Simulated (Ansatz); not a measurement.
Consider Na in the bcc (W type) structure (space group Im-3m, No. 229; a = 4.2233 Å). Axes: x, y, z lie along the cube axes.

Computed with r2SCAN/PAW in Ansatz (a quantum-chemistry and plane-wave program), no spin-orbit coupling.

Before the change:

```
Quantity                        Result
-----------------------------  -------
Shortest interatomic distance  3.657 Å
Band gap                          zero
```

Modification: a free-standing slab of 2 layers (2 atoms, 1 a layer) is cut normal to [110], with 15 Å of vacuum and the in-plane cell held at bulk.

Q: How does this affect the excess energy per area of both faces, shortest interatomic distance and band gap?

A: The excess energy per area of both faces (slab less bulk energy over the cell's area: twice a surface energy) amounts to 0.47 J/m²; the shortest interatomic distance decreases by 0.036 Å, from 3.657 Å to 3.621 Å; the band gap remains zero.

The excess energy carries the mismatch between the slab's and the bulk's meshes. Stability against distortions was not tested.
